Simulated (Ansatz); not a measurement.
We consider cubic perovskite CsSnI3 (cubic high-temperature phase), described by PBE0 in Ansatz (PAW).

Settings: plane-wave cutoff 520 eV, 4×4×4 k mesh, scalar-relativistic PAW data made under PBE.

Cell (relaxed at this level):

```yaml
crystal:
  lattice:
    - [6.25990, 0.00000, 0.00000]
    - [0.00000, 6.25990, 0.00000]
    - [0.00000, 0.00000, 6.25990]
  atoms:
    - { symbol: Cs, position: [0.00000, 0.00000, 0.00000] }
    - { symbol: Sn, position: [0.50000, 0.50000, 0.50000] }
    - { symbol: I, position: [0.50000, 0.00000, 0.50000] }
    - { symbol: I, position: [0.00000, 0.50000, 0.50000] }
    - { symbol: I, position: [0.50000, 0.50000, 0.00000] }
```

Question: Estimate the Voigt–Reuss–Hill shear modulus (Hill average), elastic constant C12, elastic constant C44, Poisson ratio, Voigt–Reuss–Hill bulk modulus and elastic constant C11 that the calculation returns.

Answer: 
- Voigt–Reuss–Hill shear modulus (Hill average): 8.05 GPa
- elastic constant C12: 5.11 GPa
- elastic constant C44: 4.54 GPa
- Poisson ratio: 0.292
- Voigt–Reuss–Hill bulk modulus: 16.7 GPa
- elastic constant C11: 39.7 GPa

Note: the relaxation could not lower the start's symmetry, so the cell can be a saddle point above a distorted one.

Elastic constants are with the ions relaxed.

Spin–orbit coupling is not included.

Cost on a shared machine: roughly 70 core-minutes.

Ansatz is a quantum-chemistry and plane-wave program.
